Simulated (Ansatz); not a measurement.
# TiOs under a change: isotropic strain −0.96 %

Take TiOs in the CsCl type structure (space group Pm-3m, No. 221; a = 3.062 Å; relaxed with 0.1 eV smearing) as the base.

Now apply this change: every lattice vector is shortened by 0.96 %; the atoms relax in the strained cell.

Calculations: plane-wave PAW DFT at the PBEsol level (Ansatz, a first-principles code, 420 eV), no spin-orbit coupling. k-mesh 19×19×19 (Γ-centred); smearing 0.1 eV (Fermi–Dirac).

| quantity | base | changed | shift |
|---|---|---|---|
| volume per atom | 14.35 Å³ | 13.94 Å³ | -0.41 Å³ |
| space group | Pm-3m (No. 221) | Pm-3m (No. 221) | – |
| shortest interatomic distance | 2.651 Å | 2.626 Å | -0.025 Å |
| energy relative to the base (free energy F) | 0 meV/atom | +10 meV/atom | +10 meV/atom |
| pressure | 0.0 GPa | 8.2 GPa | +8.2 GPa |
| band gap | zero | zero | – |

Final structure:

```yaml
crystal:
  lattice:
    - [3.03227, 0.00000, 0.00000]
    - [0.00000, 3.03227, 0.00000]
    - [0.00000, 0.00000, 3.03227]
  atoms:
    - { symbol: Ti, position: [0.50000, 0.50000, 0.50000] }
    - { symbol: Os, position: [0.00000, 0.00000, 0.00000] }
```

Cost of the whole job for the changed cell (relaxation, final SCF and bands): roughly 10 core-seconds.

No phonon test of stability was made. All final runs are without spin polarisation.
